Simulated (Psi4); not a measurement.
Psi4 1.11, WB97X/def2-svp: Sb(F)3 ([F][Sb]([F])[F]), 4 atoms. The geometry is a generated start, not checked to be a minimum at this level.

```json
{
 "task": "energy",
 "method": "wb97x",
 "basis": "def2-svp",
 "memory": "3 GB",
 "maxiter": "100",
 "keys_of_the_molecule_block": "symmetry c1",
 "scf_type": "df (default)",
 "e_convergence": "1e-06 (default)",
 "d_convergence": "1e-06 (default)",
 "dft_radial_points": "75 (default)",
 "dft_spherical_points": "302 (default)",
 "effective_core_potentials": "those of the basis set, past Kr",
 "basis_functions": "68",
 "grid_points": "86629"
}
```

```xyz
4

Sb     0.0117    -0.0029     0.8721
F     -1.2520    -0.9409    -0.2806
F     -0.2029     1.5514    -0.2855
F      1.4433    -0.6076    -0.3060
```

With the defaults (damping_percentage = 0, diis = true, scf_initial_accelerator = adiis, diis_max_vecs = 10, guess = auto, which took SAD) it converges in 8 SCF iterations. One run each on 2 threads, with these changes:
- damping_percentage = 60
- guess = core
- scf_initial_accelerator = none
- guess = sapgau
- guess = sadno
- diis_max_vecs = 20
- damping_percentage = 60, diis = false, scf_initial_accelerator = none
- guess = modhuckel
- diis_max_vecs = 3

Question: Name the settings that don't reach the solution of the defaults.

Answer: No convergence: damping_percentage = 60; damping_percentage = 60, diis = false, scf_initial_accelerator = none (the run ends without SCF convergence in 100 iterations). The rest reach the solution of the defaults.

```json
[
 {"setting": "the defaults", "SCF iterations": "8", "end": "same solution"},
 {"setting": "diis_max_vecs = 20", "SCF iterations": "8", "end": "same solution"},
 {"setting": "scf_initial_accelerator = none", "SCF iterations": "8", "end": "same solution"},
 {"setting": "guess = sadno", "SCF iterations": "9", "end": "same solution"},
 {"setting": "diis_max_vecs = 3", "SCF iterations": "10", "end": "same solution"},
 {"setting": "guess = modhuckel", "SCF iterations": "10", "end": "same solution"},
 {"setting": "guess = core", "SCF iterations": "13", "end": "same solution"},
 {"setting": "guess = sapgau", "SCF iterations": "14", "end": "same solution"},
 {"setting": "damping_percentage = 60", "SCF iterations": "100", "end": "no convergence"},
 {"setting": "damping_percentage = 60, diis = false, scf_initial_accelerator = none", "SCF iterations": "100", "end": "no convergence"}
]
```
